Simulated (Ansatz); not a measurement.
Start from MoSi$_{2}$ (space group I4/mmm, No. 139; a = 3.1901 Å, c = 7.8220 Å; relaxed with 0.1 eV smearing). Axes: x, y, z lie along a, b, c of the conventional cell.

Level of theory: plane-wave PAW DFT at the PBEsol level (Ansatz, a quantum-chemistry and plane-wave program, 420 eV), no spin-orbit coupling.

Modification: every lattice vector is stretched by 3.00 %, atoms relaxed at fixed cell.

**Question.** Predict the stress tensor and what it implies for the stiffness.

**Answer.** Stress of the strained cell less that of the base (GPa, compression positive):
```
  -15.4     0.0     0.0
    0.0   -15.4     0.0
    0.0     0.0   -17.0
```

Then B = −ΔP/(ΔV/V₀) with ΔV/V₀ = 0.0927 gives secant stiffness values (nonlinear terms included at this strain): B (at held cell shape, above the free-shape value) ≈ 172 GPa.

As a check, the harmonic strain energy −½ V₀ Δσ:ε is 59 meV/atom; the computed energy rise is 66 meV/atom.

No phonon test of stability was made. The final runs are not spin-polarised.
